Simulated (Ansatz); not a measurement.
For rock-salt CsH, LDA (plane waves, PAW; Ansatz, a first-principles code) gives:

* **lattice parameter a**: 6.097 Å
* **bulk modulus B0**: 12.0 GPa
* **cohesive energy**: 1.95 eV/atom
* **band gap**: 1.75 eV

What does r²SCAN in Ansatz (plane waves, PAW) give for the same quantities?


- lattice constant a: 6.383 Å (grows by 4.7 %)
- bulk modulus: 9.62 GPa (decreases by 20 %)
- cohesive energy: 1.77 eV/atom (decreases by 0.18 eV/atom)
- band gap: 2.68 eV (increases by 0.93 eV)

Changes are worked out from the printed values.

Unless a cell is named, each level is at its own relaxed cell (LDA 28.33, r²SCAN 32.50 Å³/atom).

Levels without +SOC have no spin–orbit coupling; where heavier elements are present it shifts gaps, mostly down, and can invert bands. Density-functional gaps are differences of (generalised) Kohn–Sham levels.

Caveats: the bulk modulus is −V dP/dV from two relaxed cells at ±2 % in volume (LDA, r²SCAN). Ansatz's density-functional and Hartree–Fock values are scalar-relativistic unless marked +SOC, with PAW data made under PBE.
